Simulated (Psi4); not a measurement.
Psi4 1.11, WB97X/def2-tzvp: Ta(NH)(F)3 ([NH]=[Ta]([F])([F])[F]), 6 atoms. The geometry is a generated start, not checked to be a minimum at this level.

```
Property                                              Value
--------------------------  -------------------------------
task                                                 energy
method                                                wb97x
basis                                             def2-tzvp
memory                                                 3 GB
maxiter                                                 100
keys of the molecule block                      symmetry c1
scf_type                                       df (default)
e_convergence                               1e-06 (default)
d_convergence                               1e-06 (default)
dft_radial_points                              75 (default)
dft_spherical_points                          302 (default)
effective core potentials   those of the basis set, past Kr
basis functions                                         170
grid points                                          131156
```

```xyz
6

Ta    -0.0487     0.2598     0.3494
N      0.1538    -0.8075    -1.0702
H      0.2708    -1.4112    -1.8703
F      1.6127     0.7206     1.0638
F     -0.9350     1.8320    -0.1428
F     -1.0536    -0.5938     1.6700
```

Charge 0 and multiplicity 1 are set for this test and not shown to be the ground state.

With the defaults (damping_percentage = 0, diis = true, scf_initial_accelerator = adiis, guess = auto, which took SAD, level_shift = 0, level_shift_cutoff = 0.01, diis_max_vecs = 10) it converges in 10 SCF iterations. One run each on 2 threads, with these changes:
- guess = sap
- diis_max_vecs = 6
- damping_percentage = 20
- level_shift = 0.5, level_shift_cutoff = 0.001
- damping_percentage = 60
- guess = gwh
- diis_max_vecs = 20
- guess = modhuckel
- damping_percentage = 60, diis = false, scf_initial_accelerator = none

**Question.** Name the settings that don't reach the solution of the defaults.

**Answer.** No convergence: damping_percentage = 60; damping_percentage = 60, diis = false, scf_initial_accelerator = none (the run ends without SCF convergence in 100 iterations). The rest reach the solution of the defaults.

| setting | SCF iterations | end |
|---|---|---|
| the defaults | 10 | same solution |
| level_shift = 0.5, level_shift_cutoff = 0.001 | 10 | same solution |
| diis_max_vecs = 20 | 10 | same solution |
| diis_max_vecs = 6 | 10 | same solution |
| guess = modhuckel | 10 | same solution |
| guess = sap | 13 | same solution |
| guess = gwh | 14 | same solution |
| damping_percentage = 20 | 18 | same solution |
| damping_percentage = 60 | 100 | no convergence |
| damping_percentage = 60, diis = false, scf_initial_accelerator = none | 100 | no convergence |
